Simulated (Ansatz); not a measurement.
Pd (model structure, started from the diamond type, Fd-3m, No. 227, 2 atoms in the cell), treated with PBEsol in Ansatz (plane waves, PAW).

Numerical settings: plane-wave cutoff 520 eV, 18×18×18 k mesh, Fermi–Dirac smearing 0.05 eV, scalar-relativistic PAW data made under PBE.

Cell (relaxed at this level):

Pd is modelled in the cubic space group Fd-3m, origin choice 1 (No. 227), the diamond structure, Pearson symbol cF8. Conventional cell: a = b = c = 5.685 Å, α = β = γ = 90.00°. Pd on 8b has 4 Pd at 2.461 Å (tetrahedral). (Neighbours: up to the widest gap in distance over summed covalent radii, below 1.35, at either atom.)
(The calculation used a cell of 2 atoms; values per cell refer to that cell.)

Q: Estimate the bulk modulus that the calculation returns.

A: 
- bulk modulus: 83.4 GPa

The run finds no gap.

Note: the bulk modulus is −V dP/dV from two relaxed cells at ±2 % in volume; the relaxation could raise the start's symmetry but not lower it, so the cell can be a saddle point.

A model structure was made by putting elements into a prototype or built by hand; it is no filed structure, need not be a known phase, and can be a saddle point held by its symmetry.

Ansatz is a quantum-chemistry and plane-wave program.
